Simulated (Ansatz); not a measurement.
Band structure of Ta2N (P-3m1, 3 atoms in the cell).

```
CELL_PARAMETERS angstrom
      3.10632     0.00000     0.00000
     -1.55316     2.69015     0.00000
      0.00000     0.00000     4.85961
ATOMIC_POSITIONS crystal
  Ta 0.66667 0.33333 0.74529
  Ta 0.33333 0.66667 0.25471
  N  0.00000 0.00000 0.00000
```

Method: PBE (plane waves, PAW; Ansatz, a first-principles code).

Settings: kpoints.mp_grid.grid = 12 12 7; hamiltonian.xc = pbe; hamiltonian.pseudopotentials = {kind: paw} (the program's default PAW files); scf.occupations.method = gaussian; scf.occupations.width = 0.05 eV; kpoints.band_path.npoints = 8.

The starting cell comes from a database of computed structures (which also holds hypothetical and non-ambient phases and stackings), without a prior relaxation at this level. Its lattice was rescaled by a random factor within 2.5 % of one. Spin-orbit coupling is off. Spin polarisation is off; with an odd number of electrons in the cell that forces a metal, and a magnetic state may lie lower.

Levels in eV from the Fermi level, bands 13 to 19:
```tsv
point	13	14	15	16	17	18	19
Γ	-4.93	-0.61	-0.19	-0.19	0.30	0.32	0.32
M	-4.52	-2.59	-1.35	1.81	1.93	3.77	4.06
K	-3.33	-2.69	-2.69	1.32	1.32	3.00	3.51
A	-2.83	-2.62	-1.08	-1.08	1.82	1.96	2.35
L	-3.25	-2.14	-2.08	-0.24	0.77	3.34	3.57
H	-2.43	-1.89	-1.89	0.67	0.80	0.80	4.05
```

Bands cross the Fermi level along this path, so the cell is metallic at this level.

Keys are those of Ansatz 0.2.
